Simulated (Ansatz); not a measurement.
## fluorite-type CoSi2 (1 1 1) on ceria (1 1 1) (film strained to the substrate, started from cuts of the bulks and a machine-learned relaxation; slabs Ce5O10 and Co3Si6, which can lie off the formulas; of A or B type as the cell shows)

A periodic stack without vacuum, fluorite-type CoSi2 (1 1 1) on ceria (1 1 1) (film strained to the substrate, started from cuts of the bulks and a machine-learned relaxation; slabs Ce5O10 and Co3Si6, which can lie off the formulas; of A or B type as the cell shows): substrate slab Ce5O10, film Co3Si6, surface cells [[0, -1], [1, -1]] and [[1, 0], [0, 1]], film strained by +1.9 and +1.9 %, outermost planes O/O and Si/Si as cut, which need not be the usual terminations and can put a slab off its formula.

The start was prepared with a machine-learned potential, and the result is one local minimum, with the in-plane cell held and forces under 0.04 eV/Å; the film can end far from its bulk form.

Computed with PBE (plane waves to 420 eV, PAW; Ansatz, a quantum-chemistry and plane-wave program). Spin–orbit coupling is left out; the runs are not spin-polarised; PBE gaps are too small against experiment; cerium has no Hubbard term. Its k-point mesh 9×9×1, Fermi–Dirac width 0.05 eV.

* **interface area**: 12.9 Å²
* **period**: 25.54 Å
* **heights between the nearest atoms of the two slabs at the two interfaces**: 1.70 and 1.70 Å
* **Ce–Si contacts across the interfaces within 1.22 times the sum of covalent radii**: 6, mean 3.61 Å
* **O–Si contacts across the interfaces within 1.22 times the sum of covalent radii**: 2, mean 1.70 Å

```xyz
24
Lattice="3.8642 -0.0001 -0.1218 1.9321 3.3463 -0.0247 -1.1266 0.8344 25.5945" Properties=species:S:1:pos:R:3 pbc="T T T"
Ce     1.1812     3.1866     1.7480
Ce     1.2799     0.9224     4.8610
Ce     3.3104     2.0047     7.9550
Ce     1.4758     3.0869    11.1710
Ce     1.5741     0.8228    14.2839
O      3.0775     2.0836     0.5419
O      1.2005     0.9492     2.3428
O      1.2513     3.1630     3.9840
O      3.2349     2.0299     5.5517
O      1.3527     0.8978     7.1949
O      1.4033     3.1115     8.8371
O      3.3851     1.9793    10.3584
O      1.5044     0.8464    12.0479
O      1.5549     3.0604    13.6890
O      3.5421     1.9260    15.3681
Co     1.6875     3.0146    17.8668
Co     3.7056     4.0893    20.7400
Co     3.8066     1.8304    23.6375
Si     3.5967     1.9071    17.0709
Si     3.6369     4.1236    18.3673
Si     1.7529     2.9820    20.1195
Si     3.7276     1.8515    21.3852
Si     3.7889     4.0673    23.1125
Si     1.8974     2.9379    24.4336
```
